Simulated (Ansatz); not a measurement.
## GaP: response to strain

Base system: GaP in the zinc blende structure (space group F-43m, No. 216).

```
CELL_PARAMETERS angstrom
      0.00000     2.72587     2.72587
      2.72587     0.00000     2.72587
      2.72587     2.72587     0.00000
ATOMIC_POSITIONS crystal
  P  0.75000 0.75000 0.75000
  Ga 0.00000 0.00000 0.00000
```

Cartesian axes are those of the cell as printed.

Strains are applied to the cell and any free atomic positions relax; under biaxial strain the out-of-plane vector relaxes too.

Levels (all Ansatz, a program for electronic structure, PAW, earlier PAW set): r2SCAN (500 eV, spin-orbit coupling left out); HSE06 (420 eV, no spin-orbit coupling); HSE06+SOC (420 eV, noncollinear with spin-orbit coupling).

Band gaps by level, all at the geometries relaxed with r2SCAN:

```tsv
case	r2SCAN	HSE06	HSE06+SOC
base	1.85 eV	2.26 eV	2.23 eV
biaxial strain −2.24 %, plane normal [110], relaxed out of plane	1.41 eV	?	–
biaxial strain −0.70 %, plane normal [111], relaxed out of plane	1.80 eV	2.20 eV	2.17 eV
isotropic strain +4.13 %	1.32 eV	1.71 eV	1.68 eV
```

**Question.** Some entries are withheld; estimate them.

**Answer.** 
- biaxial strain −2.24 %, plane normal [110], relaxed out of plane, HSE06: 1.82 eV

Single points use the geometry relaxed with r2SCAN. HSE06 was sampled on its mesh, a few special points and the semilocal edge points, so its gap is an upper bound. The spin-orbit shifts are approximate. No phonon test of stability was made.
